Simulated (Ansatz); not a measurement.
## Hypothetical rock salt BP, response to strain

Take BP in the rock salt structure (space group Fm-3m, No. 225; a = 4.321 Å; a hypothetical phase, not in the database extracts checked; relaxed with 0.1 eV smearing) as the base. Axes: x, y, z lie along the cube axes.

Strains are applied to the cell and any free atomic positions relax; under biaxial strain the out-of-plane vector relaxes too.

Levels (all Ansatz, a first-principles code, PAW): PBE (420 eV, no spin-orbit coupling); PBEsol (420 eV, no spin-orbit coupling).

The base cell above is that of PBE; each level relaxes its own structures.

Notes on the quantities. energy relative to the base: free energy F.

| case | energy relative to the base, PBE | energy relative to the base, PBEsol |
|---|---|---|
| biaxial strain +3.75 %, plane normal [001], relaxed out of plane | +20 meV/atom | +21 meV/atom |
| biaxial strain +4.24 %, plane normal [001], relaxed out of plane | +25 meV/atom | +27 meV/atom |
| biaxial strain +0.47 %, plane normal [111], relaxed out of plane | +0.3 meV/atom | +0.3 meV/atom |
| isotropic strain −4.90 % | +126 meV/atom | +131 meV/atom |
| uniaxial strain ε_xx = −3.94 % | +13 meV/atom | +14 meV/atom |
| uniaxial strain ε_xx = −1.65 % | +2.1 meV/atom | +2.2 meV/atom |
| uniaxial strain ε_yy = +4.09 % | +9.6 meV/atom | +10 meV/atom |
| uniaxial strain ε_zz = −2.80 % | +6.3 meV/atom | +6.7 meV/atom |
| uniaxial strain ε_zz = +5.96 % | +19 meV/atom | +21 meV/atom |
| strain tensor (xx, yy, zz, yz, xz, xy) = (−0.37, +1.18, +0.72, +2.00, +0.38, +0.19) % | +4.4 meV/atom | +4.3 meV/atom |
| strain tensor (xx, yy, zz, yz, xz, xy) = (+0.07, −0.57, −2.05, +1.47, −0.08, −0.25) % | +6.7 meV/atom | +6.8 meV/atom |
| strain tensor (xx, yy, zz, yz, xz, xy) = (+2.10, +0.14, −1.32, −0.21, −0.44, +0.64) % | +2.4 meV/atom | +2.6 meV/atom |

The two levels differ by at most about 5.0 meV/atom. Near ties aside, they put the cases in the same order.

Whether these cells are dynamically stable was not tested. The final runs are not spin-polarised.
